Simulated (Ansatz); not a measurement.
**hypothetical I4_132 As with two functionals, isotropic strain −1.98 %**

The reference is As (space group I4_132, No. 214; a = 6.992 Å; a hypothetical phase, not in the database extracts checked; relaxed with 0.1 eV smearing).

(Cell as relaxed with PBE.)

Levels (all Ansatz, a first-principles code, PAW): PBE (420 eV, scalar-relativistic without spin-orbit coupling); PBEsol (420 eV, no spin-orbit coupling).

Each level relaxes its own structure.

```tsv
base	PBE	PBEsol
volume per atom	42.73 Å³	41.09 Å³
lattice parameter a	6.992 Å	6.901 Å
band gap	zero	zero
```

It is then changed as follows: the cell is scaled by 0.9802 in all directions; the atoms relax in the strained cell.

| quantity | PBE | PBEsol |
|---|---|---|
| pressure | 2.0 GPa | 2.2 GPa |
| energy relative to the base (free energy F) | +15 meV/atom | +15 meV/atom |
| band gap | zero | zero |

PBE's pressure lies 0.2 GPa below PBEsol's; the two agree on the energy relative to the base and band gap. Neither level is exact; PBEsol is the comparison here, not a measurement.

No phonon test of stability was made.
